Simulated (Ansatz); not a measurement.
**Hypothetical P-3m1 Ba3P2: pressure series**

Take Ba$_{3}$P$_{2}$ (space group P-3m1, No. 164; a hypothetical phase, not in the database extracts checked) as the base.

```yaml
crystal:
  lattice:
    - [5.45974, 0.00000, 0.00000]
    - [-2.72987, 4.72828, 0.00000]
    - [0.00000, 0.00000, 6.94934]
  atoms:
    - { symbol: P, position: [0.33333, 0.66667, 0.21683] }
    - { symbol: P, position: [0.66667, 0.33333, 0.78317] }
    - { symbol: Ba, position: [0.00000, 0.00000, 0.00000] }
    - { symbol: Ba, position: [0.33333, 0.66667, 0.69558] }
    - { symbol: Ba, position: [0.66667, 0.33333, 0.30442] }
```

Cell and atoms are relaxed at each pressure.

Method: r2SCAN (Ansatz, a quantum-chemistry and plane-wave program), spin-orbit coupling left out.

Computed cases, in order: pressure −2 GPa; pressure −1 GPa; 0 GPa (base); pressure 0.9 GPa; pressure 2.1 GPa; pressure 4.5 GPa; pressure 9 GPa; pressure 15 GPa; pressure 22.5 GPa; pressure 30 GPa.

Between which two neighbouring cases does the band gap open or close?

Between pressure 9 GPa (0.13 eV) and pressure 15 GPa (zero). The whole series: pressure −2 GPa: 1.44 eV; pressure −1 GPa: 0.76 eV; 0 GPa (base): 0.60 eV; pressure 0.9 GPa: 0.52 eV; pressure 2.1 GPa: 0.44 eV; pressure 4.5 GPa: 0.31 eV; pressure 9 GPa: 0.13 eV; pressure 15 GPa: zero; pressure 22.5 GPa: zero; pressure 30 GPa: zero.

The mesh was chosen for an insulator and is coarse for the gapless case. Load acts through the strain it causes; cell and atoms are relaxed under it. Whether these cells are dynamically stable was not tested. No other phases were tried under pressure. All final runs are without spin polarisation. The zero or small gap of Ba3P2 under pressure 9 GPa, Ba3P2 under pressure 15 GPa, Ba3P2 under pressure 22.5 GPa and Ba3P2 under pressure 30 GPa can change with the level of theory.
